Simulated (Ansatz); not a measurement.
GaCuSe2: pressure series

Consider GaCuSe2 in the chalcopyrite structure (space group I-42d, No. 122).

GaCuSe2 is modelled in the tetragonal space group I-42d (No. 122), the chalcopyrite structure, Pearson symbol tI16. Conventional cell: a = b = 5.6719 Å, c = 11.2625 Å, α = β = γ = 90.00°. Cu on 4a has 4 Se at 2.430 Å (tetrahedral). Ga on 4b sees 4 Se at 2.471 Å (tetrahedral). Se on 8d sees 2 Cu at 2.430 Å and 2 Ga at 2.471 Å (tetrahedral). (Neighbours: up to the widest gap in distance over summed covalent radii, below 1.35, at either atom; cation-cation and far metal-metal contacts left out.)
(The calculation used a cell of 8 atoms; values per cell refer to that cell.)

Cell and atoms are relaxed at each pressure.

The values are results of PBE/PAW in Ansatz (a first-principles code), without spin-orbit coupling, not measurements.

Candidates:
(a) pressure 30 GPa
(b) pressure 9 GPa
(c) pressure 18 GPa

For the base:

```
Property  Value
--------  -----
Band gap   zero
```

### Question
Order them by band gap, highest first.

### Answer
(a) pressure 30 GPa (1.24 eV), (c) pressure 18 GPa (0.85 eV), (b) pressure 9 GPa (0.48 eV)

Load acts through the strain it causes; cell and atoms are relaxed under it. Whether these cells are dynamically stable was not tested. Competing high-pressure phases were not computed. The final runs are not spin-polarised. A zero or small gap of GaCuSe2 can be the functional's error rather than a property of the material.
